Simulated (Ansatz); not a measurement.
Base system: W in the bcc (W type) structure (space group Im-3m, No. 229; a = 3.169 Å; relaxed with 0.1 eV smearing). Axes: x, y, z lie along the cube axes.

Level of theory: r2SCAN (Ansatz, a first-principles code; PAW; 500 eV plane waves; spin-orbit coupling left out).

The change: an isotropic linear strain of +1.50 %, atoms relaxed at fixed cell.

Task: Predict the stress tensor and what it implies for the stiffness.

Result: Stress of the strained cell less that of the base (GPa, compression positive):
```
  -13.0     0.0     0.0
    0.0   -13.0     0.0
    0.0     0.0   -13.0
```

Then B = −ΔP/(ΔV/V₀) with ΔV/V₀ = 0.0457 gives secant stiffness values (nonlinear terms included at this strain): B ≈ 285 GPa.

As a check, the harmonic strain energy −½ V₀ Δσ:ε is 29 meV/atom; the computed energy rise is 31 meV/atom.

No phonon test of stability was made. All final runs are without spin polarisation.
